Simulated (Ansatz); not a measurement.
The starting structures come from a database of crystals and need not be the phases stable at ambient conditions.

By PBEsol, the system below comes out a metal.

Given:

```
CELL_PARAMETERS angstrom
      5.23550     0.00000     0.00000
      0.00000     5.23550     0.00000
      2.61775    -2.61775     3.70206
ATOMIC_POSITIONS crystal
  Sc 0.00000 0.00000 0.00000
  B  0.16136 0.50000 0.00000
  B  0.83864 0.50000 0.00000
  B  0.50000 0.16136 0.00000
  B  0.50000 0.83864 0.00000
  B  0.50000 0.50000 0.33864
  B  0.50000 0.50000 0.66136
  B  0.83864 0.16136 0.66136
  B  0.16136 0.83864 0.33864
  B  0.83864 0.50000 0.66136
  B  0.16136 0.50000 0.33864
  B  0.50000 0.16136 0.66136
  B  0.50000 0.83864 0.33864
```

Space group of this cell: Fm-3m. The cell is taken as given; by PBEsol its mean pressure is -2.7 GPa.

The current flows along the normal of the first two printed cell vectors, the (001) plane of the conventional cell. No spin-orbit coupling; the value is a mean over 0.1 eV about the Fermi level.

Problem. Compute, with PBEsol (Ansatz, a program for electronic structure), the ballistic conductance per area.

Solution. 0.36 × 10¹⁵ S/m² for both spins.
